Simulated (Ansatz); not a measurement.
The parent structure is Ta in the bcc (W type) structure (space group Im-3m, No. 229; a = 3.3061 Å; relaxed with 0.1 eV smearing).

The values are results of Ansatz (an electronic-structure program), r2SCAN, PAW, cutoff 500 eV, no spin-orbit coupling, not measurements.

For the base:

```
Item       Result
--------  -------
Pressure  0.0 GPa
```

It is then changed as follows: an isotropic linear strain of −2.56 %; the atoms relax in the strained cell.

Problem. Predict the new energy relative to the base.

Solution. The energy grows by 72 meV/atom.

Problem. What does the calculation give for the pressure after the change?

Solution. The pressure goes from zero to 18.0 GPa.

Whether these cells are dynamically stable was not tested. The final runs are not spin-polarised.
